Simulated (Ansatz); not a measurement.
Consider PbSe in the rock salt structure (space group Fm-3m, No. 225; a = 6.1016 Å). Axes: x, y, z lie along the cube axes.

The values are results of Kohn–Sham DFT with the PBEsol functional, run in Ansatz (a first-principles code) with PAW and 420 eV plane waves, no spin-orbit coupling, not measurements.

Base values:

The volume per atom is 28.39 Å³ and the valley order comes out as L along ⟨111⟩ 0.17 eV; a point along ⟨110⟩, about 0.6 Å⁻¹ from Γ 1.03 eV.

The change: compressive biaxial strain of 0.42 % in the plane normal to [111], as in epitaxy on a mismatched substrate; the out-of-plane cell vector and the atoms relax.

Task: What does the calculation give for the volume per atom, in-plane stress and valley order after the change?

Result: The volume per atom shrinks by 0.110 Å³ to 28.29 Å³; the mean in-plane stress (compression positive) is +0.3 GPa; the valley order (the lowest conduction-band minima on the path, energy above the VBM, named in the base's zone) goes from L along ⟨111⟩ 0.17 eV; a point along ⟨110⟩, about 0.6 Å⁻¹ from Γ 1.03 eV to L along [1-1-1] 0.10 eV; L along [111] 0.16 eV; a point along [1-10], about 0.6 Å⁻¹ from Γ 0.95 eV.

With Pb present, leaving out spin-orbit coupling can change the band edges. The levels and masses belong to the bands next to the band gap. Whether these cells are dynamically stable was not tested.
